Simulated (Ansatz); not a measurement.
The starting structures come from a database of crystals and need not be the phases stable at ambient conditions.

 Where the default PAW files enter, the runs use the earlier of Ansatz's two default sets.

Inside the gap of an insulator the Bloch states are evanescent, with a wavenumber k + iκ along the transport direction.

Given:

```xyz
8
Lattice="5.8776 -0.0122 0.0000 -0.6310 5.8436 0.0000 2.6233 2.9157 4.3776" Properties=species:S:1:pos:R:3 pbc="T T T"
Cs     1.3117     1.4578     0.0000
Cs     3.9350     4.3735     0.0000
H      4.2504     1.4517     2.1888
H      0.9962     4.3797     2.1888
F      4.2504     1.4517     1.0397
F      3.6195     7.2953     3.3379
F      1.8504     3.6111     2.1888
F      6.0195     5.1360     2.1888
```

Space group of this cell: I4/mcm. The cell was relaxed by PBE-D3(BJ); by PBEsol its mean pressure is -0.9 GPa.

Transport runs along the normal of the first two printed cell vectors, the (110) plane of the conventional cell.

No gap correction and no spin-orbit coupling; mid-gap values are interpolated between computed energies.

Predict the band gap and the smallest decay constant κ at mid-gap from Ansatz (a quantum-chemistry and plane-wave program) with PBEsol.

Gap 6.48 eV on a 8×8×8 mesh; κ = 0.488 1/Å, at the zone centre.
